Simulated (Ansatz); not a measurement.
The starting structures come from a database of crystals and need not be the phases stable at ambient conditions.

Inside the gap of an insulator the Bloch states are evanescent, with a wavenumber k + iκ along the transport direction.

Data:

```xyz
18
Lattice="6.1854 0.0000 0.0000 0.0000 6.8798 0.0000 0.0000 -1.5847 7.8882" Properties=species:S:1:pos:R:3 pbc="T T T"
K      4.6390     3.0962     2.0020
K      1.5463     2.1989     5.8861
Zn     4.6390     5.6465     5.2212
Zn     1.5463    -0.3514     2.6670
B      4.6390    -0.0730     7.0859
B      1.5463     5.3681     0.8022
H      4.6390     1.1319     7.0812
H      1.5463     4.1632     0.8070
H      5.6943    -0.4018     6.4896
H      0.4911     5.6969     1.3986
H      2.6016     5.6969     1.3986
H      3.5838    -0.4018     6.4896
H      4.6390     0.9165     0.2564
H      1.5463     4.3786     7.6318
Cl     4.6390    -0.3708     3.1434
Cl     1.5463     5.6659     4.7447
Cl     4.6390     3.4042     5.2393
Cl     1.5463     1.8909     2.6488
```

The cell is taken as given; by r2SCAN it stands under a pressure of -1.2 GPa.

Transport runs along the normal of the first two printed cell vectors.

No gap correction and no spin-orbit coupling; mid-gap is the computed energy nearest the middle.

Problem. State the band gap and the smallest decay constant κ at mid-gap according to r2SCAN (Ansatz, a program for electronic structure).

Solution. Gap 5.51 eV on a 6×6×4 mesh; κ = 0.422 1/Å, at the zone centre.
